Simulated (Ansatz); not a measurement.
Take ZnCu2SnS4 (space group I-4, No. 82; a = 5.317 Å, c = 10.643 Å) as the base.

It is then changed as follows: cell and atoms relaxed at a pressure of 9 GPa.

Level of theory: LDA (Ansatz, a program for electronic structure; PAW; 420 eV plane waves; without spin-orbit coupling).

Base, band edges from the VBM (valence, conduction): M -1.07, 1.15; G -0.71, 0.76; R -0.71, 0.76; X -0.49, 0.49; Γ 0.00, 0.14; S₀ -0.72, 1.45; S -0.72, 1.45; N -0.63, 1.59; P -0.71, 0.76 eV.

### Question
Give the band edges at the high-symmetry points of the new zone, measured from its valence-band maximum.

### Answer
| point | valence edge (eV) | conduction edge (eV) |
|---|---|---|
| Γ | 0.00 | 0.38 |
| X | -0.59 | 0.66 |
| P | -0.84 | 0.94 |
| N | -0.76 | 1.87 |
| M | -1.28 | 1.24 |
| S | -0.85 | 1.67 |
| S₀ | -0.85 | 1.67 |
| R | -0.84 | 0.95 |
| G | -0.84 | 0.95 |

The gap is 0.38 eV, direct at Γ.

Load acts through the strain it causes; cell and atoms are relaxed under it. Stability against distortions was not tested. Competing high-pressure phases were not computed. The final runs are not spin-polarised.
